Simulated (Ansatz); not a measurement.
# A computed series for BN: carrier doping

Consider BN in the wurtzite structure (space group P6_3mc, No. 186; a = 2.554 Å, c = 4.224 Å).

Carriers are added at fixed cell with a uniform background; the Fermi–Dirac width is that of 300 K.

Computed with PBE (Ansatz, an electronic-structure program; PAW; 420 eV plane waves; no spin-orbit coupling), earlier PAW set.

Notes on the quantities. Fermi level from band edge: Fermi level relative to the doped band's edge (positive inside the band; to 0.05 eV).

```json
[
 {"hole density (10^21 cm⁻³)": "1", "Fermi level from band edge (eV)": "0.25"},
 {"hole density (10^21 cm⁻³)": "3", "Fermi level from band edge (eV)": "?"},
 {"hole density (10^21 cm⁻³)": "10", "Fermi level from band edge (eV)": "0.95"},
 {"hole density (10^21 cm⁻³)": "20", "Fermi level from band edge (eV)": "1.35"}
]
```

Task: Fit E_F = C n^s, fitted as a line in log–log form (a parabolic band gives s = 2/3) to the rows shown and predict the withheld row.

Result: Least squares on the printed values gives C = 0.25 eV, s = 0.57 (largest residual 0.02 eV); this predicts 0.47 eV, and the run gives 0.45 eV, in agreement.

Carriers are added with a uniform compensating background; total energy and stress of such cells depend on the potential's zero and are not compared; many-body gap narrowing is missing at this level. Whether these cells are dynamically stable was not tested.
